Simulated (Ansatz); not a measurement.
## A computed series for CaTiO3: response to strain

Take CaTiO3 in the cubic perovskite structure (space group Pm-3m, No. 221; a = 3.841 Å; a model cell) as the base. Axes: x, y, z lie along the cube axes.

Strains are applied to the cell and any free atomic positions relax; under biaxial strain the out-of-plane vector relaxes too.

Levels (all Ansatz, a first-principles code, PAW): PBEsol (420 eV, without spin-orbit coupling); HSE06 (420 eV, spin-orbit coupling left out).

Band gaps by level, all at the geometries relaxed with PBEsol:

| case | PBEsol | HSE06 |
|---|---|---|
| base | 1.89 eV | 3.43 eV |
| biaxial strain +0.93 %, plane normal [001], relaxed out of plane | 1.84 eV | ? |
| tensor shear ε_xy = −2.28 % | 1.77 eV | ? |
| tensor shear ε_yz = +3.94 % | 1.64 eV | ? |

**Question.** Complete the table.

**Answer.** 
- biaxial strain +0.93 %, plane normal [001], relaxed out of plane, HSE06: 3.38 eV
- tensor shear ε_xy = −2.28 %, HSE06: 3.30 eV
- tensor shear ε_yz = +3.94 %, HSE06: 3.15 eV

Single points use the geometry relaxed with PBEsol. HSE06 was sampled on its mesh, a few special points and the semilocal edge points, so its gap is an upper bound. No phonon test of stability was made. All final runs are without spin polarisation. Many cubic perovskites are stable only at high temperature; tilts and polar distortions were not tested.
